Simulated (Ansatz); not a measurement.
The starting structures come from a database of crystals and need not be the phases stable at ambient conditions.

 Where the default PAW files enter, the runs use the earlier of Ansatz's two default sets.

# Evanescent states of CoAsS (P2_13, not sure to be the ambient phase, 12 atoms a cell, 14.3 Å³ an atom) along the normal of (001)

Method: r2SCAN (plane waves, PAW; Ansatz, a quantum-chemistry and plane-wave program).

No gap correction and no spin-orbit coupling; mid-gap values are interpolated between computed energies.

Energies count from the valence-band top; κ is the least over a 6×6 mesh across the current.

```tsv
E (eV)	κ (1/Å)	where
0.04	0.045	off Γ
0.10	0.091	off Γ
0.17	0.117	off Γ
0.24	0.136	off Γ
0.32	…	off Γ
0.39	…	off Γ
0.46	…	off Γ
0.53	…	off Γ
0.59	0.181	off Γ
0.67	…	off Γ
0.73	…	off Γ
0.81	0.188	off Γ
0.88	0.188	off Γ
0.94	0.181	off Γ
1.01	0.166	off Γ
1.08	0.146	off Γ
```

Question: Fill in the missing entries.

Answer: 
- 0.32, κ (1/Å): 0.150
- 0.39, κ (1/Å): 0.160
- 0.46, κ (1/Å): 0.169
- 0.53, κ (1/Å): 0.176
- 0.67, κ (1/Å): 0.185
- 0.73, κ (1/Å): 0.187
